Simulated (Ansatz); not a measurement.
Name crystals whose resistivity at 300 K lies between 13.6 and 21 μΩ·cm and whose mean free path at 300 K lies between 6.7 and 10.5 nm, by PBEsol, DFPT electron-phonon coupling, linearised Boltzmann equation in Ansatz (a quantum-chemistry and plane-wave program).

Many crystals can fit; among those computed here:
- IrSn₂ (Fm-3m): 16.3 μΩ·cm, 8.1 nm
- LuTl$_{3}$ (Pm-3m): 15.8 μΩ·cm, 7.3 nm
- SrPt5 (P6/mmm): 17.0 μΩ·cm, 8.4 nm
- PtPb (P6_3/mmc): 17.5 μΩ·cm, 7.3 nm
- ScPt₃ (Pm-3m): 14.2 μΩ·cm, 9.4 nm

Metals; harmonic phonons alone scatter; means over directions. The mean free path is weighted by the current that each state carries. Halving the electron mesh moves these values by up to 9 %; q meshes are mostly untested. Some of the runs warned that the eigensolver left states short of its tolerance. Spin-orbit coupling is left out.

Formula and space group known from diffraction (Crystallography Open Database), not checked to be the room-temperature form: IrSn2 (Fm-3m), LuTl3 (Pm-3m), PtPb (P6_3/mmc), ScPt3 (Pm-3m), SrPt5 (P6/mmm). The missing spin-orbit coupling matters most for IrSn2 (Fm-3m), LuTl3 (Pm-3m), PtPb (P6_3/mmc), ScPt3 (Pm-3m), SrPt5 (P6/mmm).
